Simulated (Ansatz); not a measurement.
Take GaAs in the zinc blende structure (space group F-43m, No. 216; a = 5.6656 Å) as the base. Axes: x, y, z lie along the cube axes.

Now apply this change: uniaxial strain ε_yy = +3.60 %, all other strain components held at zero, atoms relaxed at fixed cell.

Levels (all Ansatz, a first-principles code, PAW, earlier PAW set): r2SCAN (500 eV, no spin-orbit coupling); HSE06 (420 eV, no SOC); HSE06+SOC (420 eV, noncollinear with spin-orbit coupling).

One geometry, relaxed with r2SCAN, under each level:

The valence-band top lists the three highest levels at Γ (Kramers pairs under SOC), from the VBM.

```tsv
level	band gap	lowest conduction level above the VBM at special points	valence-band top at Γ
r2SCAN	0.61 eV	Γ 0.61 eV; N 1.16 eV; X 1.69 eV	0.00, 0.00, -0.22 eV
HSE06	0.99 eV	Γ 0.99 eV; N 1.53 eV; X 1.99 eV	–
HSE06+SOC	0.87 eV	Γ 0.87 eV; N 1.41 eV; X 1.87 eV	0.00, -0.11, -0.47 eV
```

Single points use the geometry relaxed with r2SCAN. Differences between runs with and without spin-orbit coupling are approximate. Whether these cells are dynamically stable was not tested. k-point labels follow each cell's own Brillouin zone.
